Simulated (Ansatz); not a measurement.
F_O in alpha quartz (start: the O site; 72-site cell, 2×2×2 Γ-centred sampling). These are PBE, PAW (plane waves to 420 eV; Ansatz, a quantum-chemistry and plane-wave program) values and carry that method's errors. Total energies of the localised charge states, counted from that of charge +1, and their image corrections (point charge with alignment); the host's valence-band maximum lies at 1.990 eV on the cells' energy zero and its gap is 5.68 eV.

```csv
charge,moment (μB),E − E(first) (eV),correction (eV)
+1,not spin-polarised,0.000,0.402
0,1.0,6.591,0.000
−1,not spin-polarised,11.742,0.357
```

Q: Derive the transition levels above the valence-band maximum and say which of them are thermodynamic.

A: A level is the Fermi energy at which two charges have equal formation energy: ε(q/q′) = [E(q′) + corr(q′) − E(q) − corr(q)] / (q − q′) − E_VBM.
ε(+1/0) = [(6.591 + 0.000) − (0.000 + 0.402)] / 1 − 1.990 = 4.20 eV
ε(0/−1) = [(11.742 + 0.357) − (6.591 + 0.000)] / 1 − 1.990 = 3.52 eV
Charge 0 lies above the lower envelope where its neighbours cross, so the level that counts is ε(+1/−1) = [(11.742 + 0.357) − (0.000 + 0.402)] / 2 − 1.990 = 3.86 eV.
Thermodynamic levels at least 0.1 eV inside the gap: (+1/−1) at 3.86 eV. They hold to tenths of an eV in this cell. Only the charges listed were compared. The geometries come from one start. Flagged in the runs: a host whose relaxation on this sampling wasn't shown to rest, a strain field that reaches the edge of the cell.
